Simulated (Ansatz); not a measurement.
Input and output of a self-consistent single point for a (111) slab of Pt (cut from a parent of space group no. 225; 5 atoms in the cell) (Ansatz, a program for electronic structure).

Level of theory: PBEsol, default PAW files made with PBE (plane waves; Ansatz).

```
Pt
1.0
    2.76354     0.00000     0.00000
    1.38177     2.39330     0.00000
    0.00000     0.00000    23.02571
Pt
5
Direct
  0.33333   0.33333   0.30401
  0.66667   0.66667   0.40200
  0.00000   0.00000   0.50000
  0.33333   0.33333   0.59800
  0.66667   0.66667   0.69599
```

Reference input (self-consistent single point, DFT, PBEsol, plane waves, default PAW files made with PBE): basis.ecutwfc = 420 eV; kpoints.mp_grid.grid = 12 12 1; hamiltonian.xc = pbesol; hamiltonian.pseudopotentials = {kind: paw} (the program's default PAW files); scf.occupations.method = gaussian; scf.occupations.width = 0.1 eV. This run's input differs from it in these lines:

Ansatz 0.2 input:
```diff
@@ -12,3 +12,3 @@
 basis:
-  ecutwfc: 420.0
+  ecutwfc: 505.0
 kpoints:
```

The program printed (abridged):

```
SCF iter   1: F=—  HF=-61917.659523 eV  |F-HF|=—  |Δ(HF+E_count)|=         —  Δρ=1.14e-2  dr2=1.62e0  ethr=1.77e-3  ⟨swp⟩=8.5  Hψ=4593  notcnv=0  defer=6
all-band conjugate gradients solve this SCF's bands
preconditioner: auto → LDOS
SCF iter   2: F=—  HF=-61917.633349 eV  |F-HF|=—  |Δ(HF+E_count)|=   2.62e-2  Δρ=6.35e-3  dr2=2.36e-1  ethr=1.77e-3  ⟨swp⟩=1.9  Hψ=1252  notcnv=0  defer=29
   [... lines left out ...]
SCF iter   7: F=—  HF=-61917.621273 eV  |F-HF|=—  |Δ(HF+E_count)|=   1.21e-6  Δρ=3.46e-5  dr2=5.13e-6  ethr=1.16e-8  ⟨swp⟩=2.6  Hψ=1654  notcnv=0  defer=53
SCF iter   8: F=—  HF=-61917.621274 eV  |F-HF|=—  |Δ(HF+E_count)|=   2.77e-7  Δρ=1.98e-5  dr2=1.49e-6  ethr=5.70e-9  ⟨swp⟩=1.2  Hψ=1002  notcnv=0  defer=53
SCF iter   9: F=—  HF=-61917.621274 eV  |F-HF|=—  |Δ(HF+E_count)|=   4.77e-8  Δρ=1.05e-5  dr2=4.45e-7  ethr=1.66e-9  ⟨swp⟩=1.2  Hψ=1006  notcnv=0  defer=53
SCF iter  10: F=-61917.621274 eV  HF=-61917.621274 eV  |F-HF|=1.22e-8  |Δ(HF+E_count)|=   5.48e-8  Δρ=2.22e-6  dr2=2.47e-8  ethr=1.11e-10  ⟨swp⟩=12.1  Hψ=5223  notcnv=0
SCF 1 converged in 10 iterations: F = -61917.621274 eV  dr2 = 2.47e-8
Free energy (F): -61917.621274 eV
Internal energy: -61917.570022 eV  (E = F + TS)
E sigma→0 (E₀):  -61917.595648 eV
Entropy (-TS):   -0.051251 eV (-10.250 meV/atom)
Fermi energy:    8.541247 eV
--- Forces (eV/Å), atoms counted from 1 ---
  atom   1  Pt    -0.00000000    -0.00000000    -0.20118073
  atom   2  Pt     0.00000000    -0.00000000     0.27347814
  atom   3  Pt     0.00000000    -0.00000000     0.00000000
  atom   4  Pt    -0.00000000     0.00000000    -0.27347814
  atom   5  Pt     0.00000000     0.00000000     0.20118073
--- Stress (GPa, compression-positive) ---
       -3.927468       0.000000       0.000000
        0.000000      -3.927468       0.000000
        0.000000       0.000000       0.611906
  P = ⅓ Tr σ = -2.4143 GPa (-24.143 kbar)
  The stress holds the Pulay correction. Without it, at fixed plane waves, as pw.x and ABINIT print it: P = -2.4255 GPa
```

The run converged in 10 iterations. Against the reference run the free energy falls by 1.4 meV/atom and the largest force stays at 0.273 eV/Å.

The starting cell has typed, rounded lattice constants, without a prior relaxation at this level. The slab is cut from that crystal, and its faces are unrelaxed. Its lattice was rescaled by up to half a per cent. Spin-orbit coupling is off. Spin polarisation is off.
